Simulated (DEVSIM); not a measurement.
Structure: illuminated Si p-on-n cell, one wavelength, at 400 K.

Layer 1 from the left is Si, thickness (μm) 0.310, Na (cm⁻³) 1.1e19, τn (s) 1.5e-5, τp (s) 4.9e-7, absorption coefficient (cm⁻¹) 25000. Layer 2 from the left is Si, thickness (μm) 26.0, Nd (cm⁻³) 5.9e15, τn (s) 2.9e-5, τp (s) 2.9e-5, absorption coefficient (cm⁻¹) 25000.

Left contact: ohmic, minority electron recombination velocity 4e5 cm/s. Right contact: ohmic, minority hole recombination velocity 20 cm/s. Voltage is applied to the left contact. Recombination: SRH at mid-gap, radiative, Auger. Gap narrowing is on: ΔEg = 6.92 meV × (l + √(l² + 0.5)), l = ln(N/1.3e17 cm⁻³), shared equally by both band edges. Light enters at the left, 5e17 photons cm⁻² s⁻¹, one pass, no reflection. Mobility is constant in doping.

The device is made up for the run: typed textbook-type constants, with dimensions and the other settings drawn at random. Values at 300 K; Nc and Nv go as T^1.5, mobilities as T to minus their exponent, the gap by Varshni's rule with the affinity fixed.

Si: gap (eV) 1.124, affinity (eV) 4.05, permittivity 11.7, Nc (cm⁻³) 2.86e19, Nv (cm⁻³) 3.1e19, μn (cm²/Vs) 1417, μp (cm²/Vs) 470, T exponent of μn 2.3, T exponent of μp 2.2, B (cm³/s) 4.7e-15, Cn (cm⁶/s) 2.8e-31, Cp (cm⁶/s) 9.9e-32, Varshni α (eV/K) 0.000473, Varshni β (K) 636.

DEVSIM, 1D drift-diffusion, Boltzmann statistics, complete ionisation; no tunnelling, impact ionisation, image-force lowering or self-heating.

Dark forward current:

| |V| (V) | |J| (A/cm²) |
|---|---|
| 0.05 | 2.895e-6 |
| 0.10 | 1.498e-5 |
| 0.15 | 6.602e-5 |
| 0.20 | 0.0002826 |
| 0.25 | 0.001203 |
| 0.30 | 0.005120 |
| 0.35 | 0.02172 |
| 0.40 | 0.09106 |
| 0.45 | 0.3724 |
| 0.50 | 1.475 |
| 0.55 | 5.599 |
| 0.60 | 19.89 |
| 0.65 | 64.56 |
| 0.70 | 189.0 |
| 0.75 | 496.9 |
| 0.80 | 1170 |
| 0.85 | 2452 |

**Question.** Work out the local ideality factor n = ΔV / (kT/q · ln(J2/J1)) between the rows 0.15 and 0.20 V, 0.80 and 0.85 V.

**Answer.** kT/q = 34.47 mV. From 0.15 to 0.20 V: ln(0.0002826/6.602e-5) = 1.454, n = 1.00, near the 1 of diffusion or emission over a barrier. From 0.80 to 0.85 V: ln(2452/1170) = 0.740, n = 1.96.

**Question.** What current could the absorbed light give at most, and what share is collected?

**Answer.** Σ αd = 65.8, so qΦ(1 − exp(−Σ αd)) = 80.1 mA/cm². The simulated short-circuit current is 71.88 mA/cm², a share of 0.90.

**Question.** Estimate the open-circuit voltage by superposition: the voltage at which the dark current equals that short-circuit current.

**Answer.** Interpolating ln J in the table gives 0.392 V. The simulation gives 0.391 V, the same within the digits that matter. Superposition holds where collection doesn't change with voltage.

**Question.** Estimate the fill factor from FF0 = (v − ln(v + 0.72))/(v + 1), v = qVoc/(nkT), with n from the dark curve.

**Answer.** The rows about Voc, 0.35 and 0.40 V, give n = 1.01, so v = 11.2 and FF0 = 0.715. The simulation gives 0.717, the same within the digits that matter.
